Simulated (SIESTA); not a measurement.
Band structure of Cu3Rh (P6_3/mmc, 8 atoms in the cell).

```
Cu3Rh
1.0
    5.26481     0.00000     0.00000
   -2.63240     4.55946     0.00000
    0.00000     0.00000     4.25455
Cu Rh
6 2
Direct
  0.32784   0.16392   0.75000
  0.67216   0.83608   0.25000
  0.16392   0.32784   0.25000
  0.83608   0.67216   0.75000
  0.83608   0.16392   0.75000
  0.16392   0.83608   0.25000
  0.66667   0.33333   0.25000
  0.33333   0.66667   0.75000
```

Method: SIESTA with GGA PBEsol, numerical atomic orbitals TZP, PseudoDojo PBEsol standard norm-conserving potentials (rewritten from UPF to PSML).

Settings: XC.functional = GGA; XC.authors = PBEsol; potentials = PseudoDojo PBEsol standard; PAO.BasisSize = TZP; PAO.EnergyShift = 0.005 Ry; MeshCutoff = 300 Ry; kgrid.MonkhorstPack = 5 5 5; OccupationFunction = MP; OccupationMPOrder = 0; ElectronicTemperature = 0.05 eV; MaxSCFIterations = 150; SCF.Mixer.Method = Broyden; SCF.Mixer.Weight = 0.1; SCF.Mixer.History = 8.

The starting cell comes from a database of computed structures (which also holds hypothetical and non-ambient phases and stackings), without a prior relaxation at this level. Its lattice was rescaled by a random factor within 2.5 % of one. Spin polarisation is off. Values carry the incompleteness of an atom-centred basis.

Levels in eV from the Fermi level, bands 71 to 76:
```json
[
 {"point": "Γ", "71": "-0.44", "72": "-0.20", "73": "-0.20", "74": "0.04", "75": "1.34", "76": "1.34"},
 {"point": "M", "71": "-0.51", "72": "-0.36", "73": "-0.26", "74": "0.00", "75": "0.05", "76": "1.71"},
 {"point": "K", "71": "-0.59", "72": "-0.58", "73": "-0.47", "74": "-0.47", "75": "-0.28", "76": "4.27"},
 {"point": "A", "71": "-0.24", "72": "-0.24", "73": "-0.24", "74": "-0.24", "75": "1.26", "76": "1.26"},
 {"point": "L", "71": "-0.72", "72": "-0.72", "73": "-0.19", "74": "-0.19", "75": "0.19", "76": "0.19"},
 {"point": "H", "71": "-0.61", "72": "-0.61", "73": "-0.33", "74": "-0.33", "75": "0.31", "76": "0.31"}
]
```

Bands cross the Fermi level along this path, so the cell is metallic at this level.

Higher empty bands are left out: an atom-centred basis made for the valence describes them poorly.
